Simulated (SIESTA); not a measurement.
SIESTA run on LaPd2 (I4/mmm, 3 atoms in the cell): self-consistent single point

Level of theory: SIESTA 5.4.2 with GGA PBEsol, numerical atomic orbitals DZP, PseudoDojo PBEsol standard norm-conserving potentials (rewritten from UPF to PSML).

Input:

```
# files in the folder: La.psml Pd.psml (PseudoDojo PBEsol standard)
SystemName  LaPd2
SystemLabel siesta

NumberOfAtoms                3
NumberOfSpecies              2
%block ChemicalSpeciesLabel
  1 57 La
  2 46 Pd
%endblock ChemicalSpeciesLabel
LatticeConstant              1.0 Ang
%block LatticeVectors
    -1.974819000    1.974819000    4.406890000
     1.974819000   -1.974819000    4.406890000
     1.974819000    1.974819000   -4.406890000
%endblock LatticeVectors
AtomicCoordinatesFormat      Ang
%block AtomicCoordinatesAndAtomicSpecies
     0.000000000    0.000000000    0.000000000  1
     0.000000000    1.974819000    2.203445000  2
     1.974819000    0.000000000    2.203445000  2
%endblock AtomicCoordinatesAndAtomicSpecies

XC.functional                GGA
XC.authors                   PBEsol
PAO.BasisSize                DZP
PAO.EnergyShift              0.005 Ry
MeshCutoff                   400 Ry
%block kgrid.MonkhorstPack
    9   0   0  0.0
    0   9   0  0.0
    0   0   9  0.0
%endblock kgrid.MonkhorstPack
OccupationFunction           FD
ElectronicTemperature        100.0 meV

MaxSCFIterations             150
SCF.Mixer.Method             Pulay
SCF.Mixer.Weight             0.1
SCF.Mixer.History            6
SCF.DM.Tolerance             1.0E-05
Diag.ParallelOverK           true
WriteForces                  true
Charge.Mulliken              end
```

Output, abridged:

```
reinit: Reading from file input.fdf

reinit: System Name: LaPd2
reinit: System Label: siesta

coor:   Atomic-coordinates input format  =     Cartesian coordinates
coor:                                          (in Angstroms)

siesta: Atomic coordinates (Bohr) and species
siesta:      0.00000   0.00000   0.00000  1        1
siesta:      0.00000   3.73187   4.16391  2        2
siesta:      3.73187   0.00000   4.16391  2        3

siesta: System type = bulk

initatomlists: Number of atoms, orbitals, and projectors:      3    57    68

siesta: ******************** Simulation parameters ****************************
redata: Spin configuration                          = none
redata: Time-Reversal Symmetry                      = T
redata: Number of Atomic Species                    =        2
redata: Mesh Cutoff                                 =   400.0000 Ry
redata: Net charge of the system                    =     0.0000 |e|
redata: Min. number of SCF Iter                     =        0
redata: Max. number of SCF Iter                     =      150
redata: SCF convergence failure will abort job
redata: SCF mix quantity                            = Hamiltonian
redata: Mix DM or H after convergence               =   F
redata: Recompute H after scf cycle                 =   F
redata: Mix DM in first SCF step                    =   T
redata: No kicks to SCF
redata: DM Mixing Weight for Kicks                  =     0.5000
redata: Require Harris convergence for SCF          =   F
redata: Harris energy tolerance for SCF             =     0.000100 eV
redata: Require DM convergence for SCF              =   T
redata: DM tolerance for SCF                        =     0.000010
redata: Require EDM convergence for SCF             =   F
redata: EDM tolerance for SCF                       =     0.001000 eV
redata: Require H convergence for SCF               =   T
redata: Hamiltonian tolerance for SCF               =     0.001000 eV
   [... lines left out ...]
diag: Parallel distribution                         =     1 x     1
diag: Used triangular part                          = Lower
diag: Absolute tolerance                            =  0.100E-15
diag: Orthogonalization factor                      =  0.100E-05
diag: Memory factor                                 =  1.0000

superc: Internal auxiliary supercell:     7 x     7 x     9  =     441
superc: Number of atoms, orbitals, and projectors:   1323  25137  29988

                        Single-point calculation

superc: Internal auxiliary supercell:     7 x     7 x     9  =     441
superc: Number of atoms, orbitals, and projectors:   1323  25137  29988

outcell: Unit cell vectors (Ang):
       -1.974819    1.974819    4.406890
        1.974819   -1.974819    4.406890
        1.974819    1.974819   -4.406890

outcell: Cell vector modules (Ang)   :    5.217327    5.217327    5.217327
outcell: Cell angles (23,13,12) (deg):    135.5170    135.5170     64.7280
outcell: Cell volume (Ang**3)        :     68.7459
new_DM -- step:     1
Initializing Density Matrix...

Attempting to read DM from file... Failed...
DM filled with atomic data:

InitMesh: MESH = 54 x 54 x 48 = 139968
InitMesh: Mesh cutoff (required, used) =   400.000   427.734 Ry

stepf: Fermi-Dirac step function
        iscf     Eharris(eV)        E_KS(eV)     FreeEng(eV)     dDmax    Ef(eV) dHmax(eV)
   scf:    1    -8266.650427    -8292.370409    -8292.413637  1.458788 -6.006363  5.013004
   scf:    2    -8294.489908    -8293.540655    -8293.588030  0.051631 -5.962611  2.827102
   scf:    3    -8294.199269    -8294.218024    -8294.281518  0.086797 -5.920695  0.795722
   scf:    4    -8293.275982    -8293.942384    -8293.995944  0.089862 -6.005760  2.204171
   scf:    5    -8294.254298    -8294.259827    -8294.326351  0.064435 -5.988207  0.214919
   scf:    6    -8294.246159    -8294.253630    -8294.320533  0.009052 -5.979503  0.398276
   [... 2 lines left out ...]
   scf:    9    -8294.265464    -8294.265648    -8294.330412  0.000730 -5.989088  0.003650
   scf:   10    -8294.265631    -8294.265640    -8294.330412  0.000036 -5.989094  0.004670
   scf:   11    -8294.265772    -8294.265709    -8294.330411  0.000257 -5.989266  0.005807
   scf:   12    -8294.265634    -8294.265673    -8294.330413  0.000149 -5.989210  0.000019
   scf:   13    -8294.265672    -8294.265672    -8294.330413  0.000001 -5.989211  0.000019
SCF Convergence by DM+H criterion
max |DM_out - DM_in|         :     0.0000012016
max |H_out - H_in|      (eV) :     0.0000192012
SCF cycle converged after 13 iterations

Using DM_out to compute the final energy and forces

siesta: E_KS(eV) =            -8294.2657

siesta: E_KS - E_eggbox =     -8294.2657

siesta: Atomic forces (eV/Ang):
     1   -0.000000   -0.000000   -0.000000
     2   -0.000170    0.000170   -0.000000
     3    0.000170   -0.000170    0.000000
   Tot   -0.000000   -0.000000    0.000000
   Max    0.000170
   Res    0.000113    sqrt( Sum f_i^2 / 3N )
   Max    0.000170    constrained

Stress tensor Voigt[x,y,z,yz,xz,xy] (kbar):        2.84        2.84      -33.93        0.08        0.08        0.07
(Free)E + p*V (eV/cell)    -8293.9263
Target enthalpy (eV/cell)    -8294.3304

siesta: Program's energy decomposition (eV):
siesta: Ebs     =     -1450.193849
siesta: Eions   =     11288.585754
siesta: Ena     =      1471.691088
siesta: Ekin    =      2685.305246
siesta: Enl     =       172.101621
siesta: Eso     =         0.000000
siesta: Edftu   =         0.000000
siesta: DEna    =         5.465408
siesta: DUscf   =         0.374573
siesta: DUext   =         0.000000
siesta: Ex      =     -1249.632726
siesta: Ec      =       -90.985128
siesta: Exc     =     -1340.617854
siesta: Eharris =     -8294.265672
siesta: Etot    =     -8294.265672
siesta: FreeEng =     -8294.330413

siesta: Stress tensor (static) (eV/Ang**3):
siesta:     0.001772    0.000041    0.000048
siesta:     0.000041    0.001772    0.000048
siesta:     0.000048    0.000048   -0.021176

siesta: Cell volume =         68.745899 Ang**3

siesta: Pressure (static):
siesta:                Solid            Molecule  Units
siesta:           0.00006402          0.00006398  Ry/Bohr**3
siesta:           0.00587779          0.00587453  eV/Ang**3
siesta:           9.41725206          9.41204002  kBar

mulliken: Atomic and Orbital Populations:

Species: La
Atom  Qatom  Qorb
               5s      6s      6s      5py     5pz     5px     6py     6pz
               6px     5dxy    5dyz    5dz2    5dxz    5dx2-y2 5dxy    5dyz
               5dz2    5dxz    5dx2-y2
   1 10.572   1.854   0.220   0.212   1.897   1.855   1.897   0.248   0.362
              0.248   0.226   0.365   0.284   0.365   0.376   0.027   0.074

              0.027   0.074  -0.037

Species: Pd
Atom  Qatom  Qorb
               4s      5s      5s      4py     4pz     4px     5py     5pz
               5px     4dxy    4dyz    4dz2    4dxz    4dx2-y2 4dxy    4dyz
               4dz2    4dxz    4dx2-y2
   2 18.214   1.896  -0.047   0.421   1.978   1.973   1.978   0.311   0.214
              0.311   1.710   1.767   1.693   1.767   1.741   0.059   0.106

              0.073   0.106   0.155
   3 18.214   1.896  -0.047   0.421   1.978   1.973   1.978   0.311   0.214
              0.311   1.710   1.767   1.693   1.767   1.741   0.059   0.106

              0.073   0.106   0.155

mulliken: Qtot =       47.000

Mulliken Atomic Populations:
Atom #   charge [q] valence [e]  Species
     1     0.428214   10.571786  La
     2    -0.214107   18.214107  Pd
     3    -0.214107   18.214107  Pd
 Total    -0.000000
```

The run converged in 13 iterations.

The starting cell comes from a database of computed structures (which also holds hypothetical and non-ambient phases and stackings), without a prior relaxation at this level. Its lattice was rescaled by a random factor within 2.5 % of one. Spin polarisation is off. Values carry the incompleteness of an atom-centred basis.

Cost on one core of a shared machine: roughly 60 s.
